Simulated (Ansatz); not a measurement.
The reference is GaPt (space group P2_13, No. 198; a = 4.9027 Å; a cell from a computed database, its experimental status unchecked).

Method: PBEsol (Ansatz, a first-principles code), no SOC.

Before the change:

* **Shortest interatomic distance**: 258.7 pm
* **Density**: 14.93 g/cm³
* **Band gap**: zero

One thing is altered: W takes the place of Pt on all its sites, then cell and atoms are relaxed.

Tabulated Pauling electronegativity and covalent radius: Pt 2.28, 1.36 Å; W 2.36, 1.62 Å.

Question: What happens to the shortest interatomic distance, density and band gap?

Answer: The shortest interatomic distance decreases by 8.5 pm (258.7 pm → 250.2 pm); the density shrinks by 1.084 g/cm³ (14.93 g/cm³ → 13.84 g/cm³); the band gap is still zero.

No phonon test of stability was made. As relaxed here, GaW is a hypothetical phase, not in the database extracts checked. The final runs are not spin-polarised.
